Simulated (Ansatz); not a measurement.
## RbAu5 (space group P6/mmm, No. 191)

```
CELL_PARAMETERS angstrom
      5.76736     0.00000     0.00000
     -2.88368     4.99468     0.00000
      0.00000     0.00000     4.43359
ATOMIC_POSITIONS crystal
  Rb 0.00000 0.00000 0.00000
  Au 0.66667 0.33333 0.00000
  Au 0.33333 0.66667 0.00000
  Au 0.50000 0.00000 0.50000
  Au 0.50000 0.50000 0.50000
  Au 0.00000 0.50000 0.50000
```

The values are results of PBEsol in Ansatz (plane waves to 420 eV, PAW, spin-orbit coupling left out), not measurements. k-mesh 9×9×11 (Γ-centred); smearing 0.05 eV (Fermi–Dirac).

| Property | Result |
|---|---|
| Volume per atom | 21.29 Å³ |
| Density | 13.92 g/cm³ |
| Band gap | zero |
| Total energy | -11375.564 eV/atom (σ→0; compares only within this code and set-up) |

Whether these cells are dynamically stable was not tested.

Ansatz is an electronic-structure program.
